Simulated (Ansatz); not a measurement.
Structures of equal composition on the (111) surface of fcc Ni, ferromagnetic: a layer of Ir in place of the second plane; a layer of Ir in place of the third plane. The slabs share one bottom face, and each structure is named by its start. These are constructed structures in small cells; real faces may alloy, dewet or reconstruct in larger ones, and not all known structures of the face are among them. Slabs of about 10 Å with all that they carry, Fermi-Dirac smearing of 0.1 eV. Bottom of the slabs: a bare face, its two planes held. Relaxed from the named starts with such symmetry as they have, on meshes of like density; energies extrapolated to zero smearing; no spin-orbit coupling, no U. Spin-polarised runs, if any, are marked in brackets, and their order is one that fits the cell; the others ran without spin. Where a second, spin-polarised start was run, the lower counts.

The numbers are results of PBE (plane waves to 420 eV, PAW; Ansatz, a program for electronic structure), not measurements.

Q: Put the candidates in order of energy per 1x1 cell, lowest first, for PBE.

A: a layer of Ir in place of the third plane (0.000 eV [spin, 3.3 μB a cell]), a layer of Ir in place of the second plane (0.075 eV [spin, 3.2 μB a cell])
